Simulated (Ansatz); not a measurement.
# A computed series for Cu3N: response to strain

Consider Cu3N (space group Pm-3m, No. 221; a = 3.721 Å). Axes: x, y, z lie along the cube axes.

Strains are applied to the cell and any free atomic positions relax.

Level of theory: LDA in Ansatz (plane waves to 420 eV, PAW, no spin-orbit coupling).

Notes on the quantities. energy relative to the base: free energy F; pressure: mean of the normal stresses, compression positive.

| case | energy relative to the base | pressure | volume per atom |
|---|---|---|---|
| base | 0 meV/atom | 0.0 GPa | 12.88 Å³ |
| uniaxial strain ε_zz = −3.00 % | +13 meV/atom | 5.2 GPa | 12.49 Å³ |
| uniaxial strain ε_zz = −2.40 % | +7.9 meV/atom | 4.0 GPa | 12.57 Å³ |
| uniaxial strain ε_zz = −1.80 % | +4.4 meV/atom | 2.9 GPa | 12.65 Å³ |
| uniaxial strain ε_zz = −1.20 % | +1.9 meV/atom | 1.9 GPa | 12.72 Å³ |
| uniaxial strain ε_zz = −0.60 % | +0.5 meV/atom | 0.9 GPa | 12.80 Å³ |

No phonon test of stability was made. All final runs are without spin polarisation.

Ansatz is an electronic-structure program.
